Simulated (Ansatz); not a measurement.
Take Rb in the bcc (W type) structure (space group Im-3m, No. 229; a = 5.571 Å; relaxed with 0.1 eV smearing) as the base. Axes: x, y, z lie along the cube axes.

The values are results of PBEsol in Ansatz (plane waves to 420 eV, PAW, no SOC), not measurements.

Base values:

| Property | Result |
|---|---|
| Pressure | 0.0 GPa |

It is then changed as follows: tensor shear ε_xy = +1.71 % (engineering shear γ = 0.0342); the atoms relax in the strained cell.

Problem. Predict the new pressure and energy relative to the base.

Solution. The pressure (mean of the normal stresses, compression positive) remains 0.0 GPa; the energy rises by 0.7 meV/atom.

Stability against distortions was not tested. All final runs are without spin polarisation.

Ansatz is a quantum-chemistry and plane-wave program.
